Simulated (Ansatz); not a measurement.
Data:

```xyz
4
Lattice="3.4507 0.0000 0.0000 -1.7254 2.9884 0.0000 0.0000 0.0000 4.1491" Properties=species:S:1:pos:R:3 pbc="T T T"
Mg     1.7254     0.9961     3.1118
Mg     0.0000     1.9923     1.0373
O      1.7254     0.9961     1.0373
O      0.0000     1.9923     3.1118
```

No spin polarisation.

The values are results of Ansatz (an electronic-structure program) PBEsol, no spin-orbit coupling, not measurements. k-mesh 11×11×8 (Γ-centred); smearing 0.05 eV (Fermi–Dirac).

**Question.** Predict the gap character.

**Answer.** Direct at Γ.

**Question.** What is the computed valence-band top at Γ (three highest levels, from the VBM)?

**Answer.** 0.00, -0.85, -0.85 eV.

**Question.** Estimate the hole mass.

**Answer.** 0.39 mₑ along c, 2.0 mₑ across (at Γ).

Load acts through the strain it causes; cell and atoms are relaxed under it. Effective masses come from finite differences of ±0.01 Å⁻¹. Stability against distortions was not tested. Competing high-pressure phases were not computed. The cell was made from MgO (space group P6_3/mmc, No. 194; a cell from a computed database, its experimental status unchecked) by this change: pressure 5 GPa. This is not the structure that MgO has at room temperature and ambient pressure.
